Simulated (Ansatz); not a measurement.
Given:

```yaml
crystal:
  lattice:
    - [3.38752, 0.00000, 0.00000]
    - [-1.69376, 2.93368, 0.00000]
    - [0.00000, 0.00000, 13.20903]
  atoms:
    - { symbol: W, position: [0.33333, 0.66667, 0.25000] }
    - { symbol: W, position: [0.66667, 0.33333, 0.75000] }
    - { symbol: Se, position: [0.33333, 0.66667, 0.62503] }
    - { symbol: Se, position: [0.66667, 0.33333, 0.12503] }
    - { symbol: Se, position: [0.66667, 0.33333, 0.37497] }
    - { symbol: Se, position: [0.33333, 0.66667, 0.87497] }
```

No spin polarisation.

The values are results of PBE-D3(BJ), PAW, 420 eV (Ansatz, a program for electronic structure; no SOC), earlier PAW set, not measurements. k-mesh 12×12×3 (Γ-centred); smearing 0.05 eV (Fermi–Dirac).

Estimate the smallest direct gap.

1.24 eV.

What is the computed pressure (mean of the normal stresses, compression positive)?

-5.17 GPa.

What gap character does the calculation give?

Indirect, Γ → K.

Predict the hole mass.

1.4 mₑ along c, 0.69 mₑ across (at Γ).

Spin-orbit coupling, missing from the scalar runs, can matter with W. The cells carry an imposed strain or load. Masses are band curvatures over ±0.01 Å⁻¹ around the edge. Whether these cells are dynamically stable was not tested. The cell was made from WSe2 in the 2H-MoS2 type structure (space group P6_3/mmc, No. 194; layered, stacked along the Cartesian z axis) by this change: isotropic strain +3.31 %.
